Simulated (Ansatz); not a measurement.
# Point defect Cl on the Rh site in fcc Rh

Level of theory: PBE, PAW (plane waves to 420 eV; Ansatz, a quantum-chemistry and plane-wave program). Details: 32-site cell; 6×6×6 shifted k-points; start: the Rh site; not converged in cell size; the relaxation kept the symmetry of the starting site.

Neighbours after relaxation, in Å: of the Cl atom: Rh 2.76, Rh 2.76, Rh 2.76, Rh 2.76, Rh 2.76, Rh 2.76, Rh 2.76, Rh 2.76 (the shell may go on).

Formation energies E_f are those of the neutral cell. Chemical conditions: host crystal and elements as references (Δμ(Rh) = 0.00 eV, Δμ(Cl) = 0.00 eV; Cl taken from its element, since no compound that bounds it was computed at this level; only phases computed here count, gases as isolated molecules at 0 K). Reference phases: Cl: Cl2 molecule in a box, Rh: fcc Rh.

```tsv
charge	moment (μB)	point group	largest move off a lattice site (Å)	E_f, host crystal and elements as references (eV)
0	not spin-polarised	Oh	0.05	2.81
```

Point groups are those of the whole cell at tolerances of 0.03 and 0.1 Å ("near" where only the looser one holds); none is given for unsettled states.

All states together cost around 5 core-minutes (rough).
